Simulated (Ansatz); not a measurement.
For TaGeO (model structure, started from the ZrSiS type, P4/nmm, No. 129, 6 atoms in the cell), PBEsol (Ansatz, a first-principles code, PAW) gives:

```
Property                              Result
------------------------------  ------------
equilibrium lattice constant a       3.378 Å
c axis length                        6.890 Å
bulk modulus B0                      173 GPa
cohesive energy                 6.26 eV/atom
```

### Question
What does r²SCAN (plane waves, PAW; Ansatz) give for the same quantities?

### Answer

- lattice constant a: 3.399 Å (goes up by 0.6 %)
- lattice parameter c: 6.897 Å (increases by 0.1 %)
- bulk modulus: 168 GPa (falls by 2.9 %)
- cohesive energy: 5.67 eV/atom (shrinks by 0.59 eV/atom)

Changes are worked out from the printed values.

Unless a cell is named, each level is at its own relaxed cell (PBEsol 13.10, r²SCAN 13.28 Å³/atom).

Levels without +SOC leave out spin–orbit coupling, which shifts energies and cells of such heavy elements.

Caveats: the bulk modulus is −V dP/dV from two relaxed cells at ±2 % in volume (PBEsol, r²SCAN). Ansatz's density-functional and Hartree–Fock values are scalar-relativistic unless marked +SOC, with PAW data made under PBE.

A model structure was made by putting elements into a prototype or built by hand; it is no filed structure, need not be a known phase, and can be a saddle point held by its symmetry.
